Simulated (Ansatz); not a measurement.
Defect migration in zinc-blende InP: interstitial Zn, charge state +2. These are PBE, PAW (plane waves to 420 eV; Ansatz, a program for electronic structure) values and carry that method's errors.

64-site cell at the relaxed PBE lattice, one k-point at (0.250, 0.250, 0.250), smearing 0.05 eV, spin-restricted, no finite-size correction. Energies are static. PBE gaps are too small, and in this host the defect's levels may merge with the bands. The charge state is imposed; whether it is stable for some Fermi level was not computed. Sites that were not tried may lie lower.

Barriers: single points on a 2×2×2 k-point mesh shifted by half a step at the bands' geometries.

The step: a direct jump of one Zn atom; the atom moves 4.22 Å along (0.50, 0.50, 0.00) of the unit cell; the moving atom starts with neighbours In at 3.10, 3 In at 3.11, In at 3.12, In at 3.13; 2 P at 2.52, 2 P at 2.53 Å and ends with 3 In at 3.11, 2 In at 3.12, In at 3.12; 2 P at 2.52, 2 P at 2.53 Å.

Question: Give the migration barrier of this step at the level PBE, PAW.

Answer: 0.95 eV, the same both ways. At the saddle the moving atom has neighbours In at 2.64, 2 In at 2.85, In at 3.03; P at 2.54, P at 2.55, P at 2.79, P at 3.11 Å. The saddle point's order was not checked, and it lies on a symmetry element of the cell, where a band can be held.
